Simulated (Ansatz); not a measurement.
Base system: ZnCu$_{2}$GeS$_{4}$ (space group I-4, No. 82).

```xyz
8
Lattice="-2.6333 2.6333 5.2425 2.6333 -2.6333 5.2425 2.6333 2.6333 -5.2425" Properties=species:S:1:pos:R:3 pbc="T T T"
Cu     0.0000     0.0000     0.0000
Cu     0.0000     2.6333     2.6213
Zn     2.6333     0.0000     2.6213
Ge     0.0000     0.0000     5.2425
S      1.2873     1.3384     3.9461
S      1.3460     1.2949    -1.2964
S      1.3384    -1.2873     6.5390
S      1.2949     3.9206     1.2964
```

Cartesian axes are those of the cell as printed.

Calculations: PBEsol/PAW in Ansatz (a first-principles code), spin-orbit coupling left out.

Base values:

| Item | Result |
|---|---|
| Pressure | 0.0 kbar |
| Shortest interatomic distance | 2.256 Å |

Perturbation: uniaxial strain ε_yy = −4.30 %, all other strain components held at zero, atoms relaxed at fixed cell.

Task: What happens to the pressure, shortest interatomic distance and energy relative to the base?

Result: The pressure (mean of the normal stresses, compression positive) goes from zero to 41.3 kbar; the shortest interatomic distance shrinks by 0.034 Å, from 2.256 Å to 2.222 Å; the energy rises by 13 meV/atom.

No phonon test of stability was made. All final runs are without spin polarisation.
